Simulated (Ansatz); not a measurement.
Band structure of LaB6 (Pm-3m, 7 atoms in the cell).

```
CELL_PARAMETERS angstrom
      4.18209     0.00000     0.00000
      0.00000     4.18209     0.00000
      0.00000     0.00000     4.18209
ATOMIC_POSITIONS crystal
  La 0.00000 0.00000 0.00000
  B  0.80012 0.50000 0.50000
  B  0.19988 0.50000 0.50000
  B  0.50000 0.80012 0.50000
  B  0.50000 0.19988 0.50000
  B  0.50000 0.50000 0.80012
  B  0.50000 0.50000 0.19988
```

Method: PBE, PAW files (plane waves; Ansatz, a quantum-chemistry and plane-wave program).

Settings: kpoints.mp_grid.grid = 11 11 11; hamiltonian.xc = pbe; hamiltonian.pseudopotentials = {kind: paw} (the program's default PAW files); scf.occupations.method = fermi_dirac; scf.occupations.width = 0.1 eV; kpoints.band_path.npoints = 8.

The starting cell comes from a database of computed structures (which also holds hypothetical and non-ambient phases and stackings), without a prior relaxation at this level. Its lattice was rescaled by a random factor within 2.5 % of one.

Levels in eV from the Fermi level, bands 11 to 18:
| point | 11 | 12 | 13 | 14 | 15 | 16 | 17 | 18 |
|---|---|---|---|---|---|---|---|---|
| Γ | -6.91 | -1.83 | -1.83 | -1.83 | 0.21 | 0.21 | 0.21 | 1.48 |
| X | -3.41 | -3.41 | -3.15 | -2.40 | -1.46 | 1.37 | 1.54 | 1.54 |
| M | -4.36 | -4.36 | -2.86 | -2.86 | 0.97 | 0.97 | 1.81 | 1.84 |
| R | -4.67 | -2.37 | -2.37 | -2.37 | 1.38 | 1.64 | 1.64 | 1.64 |

Bands cross the Fermi level along this path, so the cell is metallic at this level.

Keys are those of Ansatz 0.2.
